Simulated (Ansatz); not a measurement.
We consider Re (model structure, started from the diamond type, Fd-3m, No. 227, 2 atoms in the cell), described by PBEsol (PAW; Ansatz, an electronic-structure program).

The run printed, among other lines:

```
WARN output.stress: scf.convergence.dr2_threshold = 1e-7 eV (the SCF's general default) is looser than the 2e-10 eV advised for a printed stress (1e-10 eV for …
Relaxation: its limit of steps is 80 (relax.max_steps)
Crystal: 2 atoms, lattice volume = 42.886 Å³
Basis set: ecut = 520 eV, 1139 PW (Γ), exchange–correlation on 60×60×60 points (8 copies of the dense FFT grid, shifted against one another)
Bands: 19, of which v1, the nominal top of the filled ones, is band 15 counted from 1 (14 counted from 0)
Symmetry: 48 space group operations
Space group: Fd-3m (ITA 227), of the structure as read, at distance tolerance 3.5e-5 Å
k-points: 195 of 5832
Functional: x = pbesol(κ = 0.804, μ = 0.12345679012345678), c = pbesol(β = 0.046)
SCF iter   1: F=—  HF=-21470.871242 eV  |F-HF|=—  |Δ(HF+E_count)|=         —  Δρ=6.22e-3  dr2=7.07e-3
SCF iter   2: F=—  HF=-21470.871971 eV  |F-HF|=—  |Δ(HF+E_count)|=   7.29e-4  Δρ=3.74e-3  dr2=3.06e-3
  ...
SCF iter   5: F=—  HF=-21470.872281 eV  |F-HF|=—  |Δ(HF+E_count)|=   1.78e-6  Δρ=4.83e-5  dr2=6.40e-7
SCF iter   6: F=-21470.872281 eV  HF=-21470.872281 eV  |F-HF|=2.98e-9  |Δ(HF+E_count)|=   1.19e-7  Δρ=7.44e-6  dr2=1.38e-8
SCF 1 converged in 6 iterations: F = -21470.872281 eV  dr2 = 1.38e-8
relax step   1: F+E_penalty+E_count = -21470.87228123 eV  Δ(F+E_penalty+E_count) = +0.000e0 eV  max|allowed force component| = 4.163e-17 eV/Å  Δτ_max = 0.0000 Å  (6 SCF iters, accepted)
SCF converged after 6 iterations
Free energy (F): -21470.872281 eV
Internal energy: -21470.860767 eV  (E = F + TS)
E sigma→0 (E₀):  -21470.866524 eV
Fermi energy:    14.737082 eV
--- Forces (eV/Å), atoms counted from 1 ---
  atom   1  Re     0.00000000    -0.00000000     0.00000000
  atom   2  Re     0.00000000     0.00000000     0.00000000
--- Stress (GPa, compression-positive) ---
        4.037403      -0.000000       0.000000
        0.000000       4.037403       0.000000
       -0.000000       0.000000       4.037403
  P = ⅓ Tr σ = 4.0374 GPa (40.374 kbar)
```

### Question
Write an input file that could have produced this run (the log leaves some choices open).

### Answer
Several could match; the one computed here: 
Ansatz 0.2 input:
```yaml
crystal:
  lattice:
    - [0.0, 2.7781913482, 2.7781913482]
    - [2.7781913482, 0.0, 2.7781913482]
    - [2.7781913482, 2.7781913482, 0.0]
  atoms:
    - { symbol: Re, position: [0.25, 0.25, 0.25] }
    - { symbol: Re, position: [0.0, 0.0, 0.0] }
basis:
  ecutwfc: 520
  ecutrho_ratio: 4
  xc_grid: 2
kpoints:
  mp_grid: { grid: [18, 18, 18] }
hamiltonian:
  xc: pbesol
  dispersion: none
  pseudopotentials: { kind: paw }
scf:
  occupations: { method: fermi_dirac, width: 0.05 }
output:
  forces: true
  stress: true
  eigenvalues: true
relax:
  f_tol: 0.004
  escape_saddle: false
  max_steps: 80
```

The cell is one volume of an energy–volume scan, off the minimum.

The PAW data were made under PBE.

Note: the run has no spin polarisation, so it can have missed a magnetic state. Note: the relaxation could raise the start's symmetry but not lower it, so the cell can be a saddle point.

Cost on a shared machine: very roughly 16 core-seconds.

A model structure was made by putting elements into a prototype or built by hand; it is no filed structure, need not be a known phase, and can be a saddle point held by its symmetry.
